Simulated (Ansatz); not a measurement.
C vacancy (6H silicon carbide host)

Method: PBE, PAW (plane waves to 420 eV; Ansatz, a quantum-chemistry and plane-wave program). A supercell of 144 sites (3×2×1 repeats of a cell of 24 atoms) was used; the energies come from a 2×2×1 shifted sampling of its zone. Site at the start: the C(h) site. Charged cells carry a point-charge image correction with potential alignment at far atoms. Dielectric constants: PBE linear response of the host. Host gap at this level: 2.01 eV. These values are not converged in cell size to better than tenths of an eV. Levels are measured in PBE's own, too narrow, gap. Spin–orbit coupling is left out. Each state is the lowest found from its start.

Formation energies E_f are given with the Fermi level at the valence-band maximum. Chemical conditions: C-rich (Δμ(C) = 0.00 eV; only phases computed here count, gases as isolated molecules at 0 K); Si-rich (Δμ(C) = -0.41 eV; only phases computed here count, gases as isolated molecules at 0 K). Reference phases: C: graphite.

Charges with a result: +2, +1, 0, −1, −2. Others weren't obtained, and one of them could lie lower, also by skipping a charge.

| charge | moment (μB) | largest move off a lattice site (Å) | image correction with alignment (eV) | E_f, C-rich (eV) | E_f, Si-rich (eV) |
|---|---|---|---|---|---|
| +2 | not spin-polarised | 0.13 | 0.43 | 2.04 | 1.63 |
| +1 | 1.0 | 0.11 | 0.08 | 3.15 | 2.74 |
| 0† | not spin-polarised | 0.23 | 0.00 | 4.37 | 3.96 |
| −1† | 1.0 | 0.29 | 0.20 | – | – |
| −2† | not spin-polarised | 0.60 | 0.69 | – | – |

† Not settled in this cell, so no level is given: charge 0: no spin-polarised start tried; charge −1: level within 0.1 eV of a band edge or past it; charge −2: level within 0.1 eV of a band edge or past it.

Transition levels above the valence-band maximum: ε(+2/+1) = 1.11 eV. With a charge missing or unsettled, these needn't be thermodynamic levels.

Flagged in the runs: a host whose relaxation on this sampling wasn't shown to rest.

All states together cost about 4 core-hours (a rough figure).
